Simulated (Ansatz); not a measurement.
Input and output of a relaxation of cell and atoms for ScV2Ga4 (I4/mmm, 7 atoms in the cell) (Ansatz, a program for electronic structure).

Method: PBEsol, default PAW files made with PBE (plane waves; Ansatz).

The change in words: atoms on their sites; basis.ecutwfc: 420 eV → 505 eV; relax: default → cell and atoms. Reference geometry:
```
CELL_PARAMETERS angstrom
     -3.23685     3.23685     2.58214
      3.23685    -3.23685     2.58214
      3.23685     3.23685    -2.58214
ATOMIC_POSITIONS crystal
  Sc 0.00968 0.00968 0.00000
  V  0.75000 0.25000 0.50000
  V  0.25000 0.75000 0.50000
  Ga 0.30087 0.30087 0.60174
  Ga 0.69913 0.69913 0.39826
  Ga 0.30087 0.69913 0.00000
  Ga 0.69913 0.30087 0.00000
```

Reference input (self-consistent single point, DFT, PBEsol, plane waves, default PAW files made with PBE): basis.ecutwfc = 420 eV; kpoints.mp_grid.grid = 4 4 4; hamiltonian.xc = pbesol; hamiltonian.pseudopotentials = {kind: paw} (the program's default PAW files); scf.occupations.method = gaussian; scf.occupations.width = 0.1 eV. This run's input differs from it in these lines:

Ansatz 0.2 input:
```diff
@@ -6,3 +6,3 @@
   atoms:
-    - { symbol: Sc, position: [0.009682, 0.009682, 0.000000] }
+    - { symbol: Sc, position: [0.000000, 0.000000, 0.000000] }
     - { symbol: V, position: [0.750000, 0.250000, 0.500000] }
@@ -14,3 +14,3 @@
 basis:
-  ecutwfc: 420.0
+  ecutwfc: 505.0
 kpoints:
@@ -26,2 +26,4 @@
     width: 0.1
+relax:
+  cell: {}
 output:
```

Output, abridged:

```
   [... SCF lines of the steps left out ...]
relax step   1: F+E_penalty+E_count = -22857.94917327 eV  Δ(F+E_penalty+E_count) = +0.000e0 eV  max|allowed force component| = 1.229e-2 eV/Å  Δτ_max = 0.0000 Å  P = -3.467 GPa  Ω = 108.214 Å³  (7 SCF iters, dr2 threshold 1.00e-7 eV, accepted)
relax step   2: F+E_penalty+E_count = -22857.98144932 eV  Δ(F+E_penalty+E_count) = -3.228e-2 eV  max|allowed force component| = 3.230e-2 eV/Å  Δτ_max = 0.0005 Å  P = +0.781 GPa  Ω = 104.629 Å³  energy of the carried Pulay correction = +3.438e-4 eV  [...]
   [... lines left out ...]
relax step   4: F+E_penalty+E_count = -22857.98322454 eV  Δ(F+E_penalty+E_count) = -2.813e-5 eV  max|allowed force component| = 1.546e-3 eV/Å  Δτ_max = 0.0006 Å  P = -0.008 GPa  Ω = 105.232 Å³  energy of the carried Pulay correction = +2.851e-4 eV  [...]
relax step   5: F+E_penalty+E_count = -22857.98295858 eV  Δ(F+E_penalty+E_count) = +2.660e-4 eV  max|allowed force component| = 1.547e-3 eV/Å  Δτ_max = 0.0000 Å  P = -0.012 GPa  Ω = 105.232 Å³  stress off target by 1.83e-2 GPa  SCF on the basis [...]
basis re-selected at this cell: Δ(F+E_penalty+E_count) = +2.660e-4 eV, ΔP = -0.003 GPa vs the last step
the relaxation is at rest under the 16 symmetry operations that the run kept from its start: a minimum is not shown …
Free energy (F): -22857.982959 eV
Internal energy: -22857.962510 eV  (E = F + TS)
E sigma→0 (E₀):  -22857.972734 eV
Entropy (-TS):   -0.020449 eV (-2.921 meV/atom)
Fermi energy:    13.680800 eV
--- Forces (eV/Å), atoms counted from 1 ---
  atom   1  Sc     0.00000000     0.00000000     0.00000000
   [... lines left out ...]
  cell:  # Å, volume = 105.2324 Å³
   [... lines left out ...]
    - { symbol: V, position: [0.25000000000000006, 0.75, 0.5] }
    - { symbol: Ga, position: [0.3013063545252006, 0.3013063545252006, 0.6026127090504012] }
    - { symbol: Ga, position: [0.6986936454747996, 0.6986936454747996, 0.3973872909495989] }
    - { symbol: Ga, position: [0.30130635452520066, 0.6986936454747996, 0.0] }
    - { symbol: Ga, position: [0.6986936454747996, 0.30130635452520066, 0.0] }
```

The run converged.  The full log also holds: “iter 5 did not close the SCF: its close was put off for the readings that it lacked (scf_convergence_deferred on its scf_iter line)”. The full log also holds: “iter 5 did not close the SCF: its close was put off for the readings that it lacked (scf_convergence_deferred on its scf_iter line)”.

Summary of the result:
```
Property                                                                                     Result
-----------------------------------------------  --------------------------------------------------
Free energy E − TS (on the zero of these files)                                      -22857.9830 eV
Fermi level (on the code's own zero)                                                       13.68 eV
Pressure                                                                                  -0.01 GPa
Largest force (vector length)                                                            0.002 eV/Å
Final cell                                       a = b = c = 5.2088 Å, α = β = 103.89°, γ = 121.33°
Final volume per atom                                                                      15.03 Å³
Relaxation steps                                                                                  5
```

The starting cell comes from a database of computed structures (which also holds hypothetical and non-ambient phases and stackings), without a prior relaxation at this level. Its lattice was rescaled by up to half a per cent. Spin polarisation is off. The relaxation keeps the symmetry of its start, so its end need not be a minimum. Ansatz's pressure includes its estimate of the finite-basis (Pulay) stress.
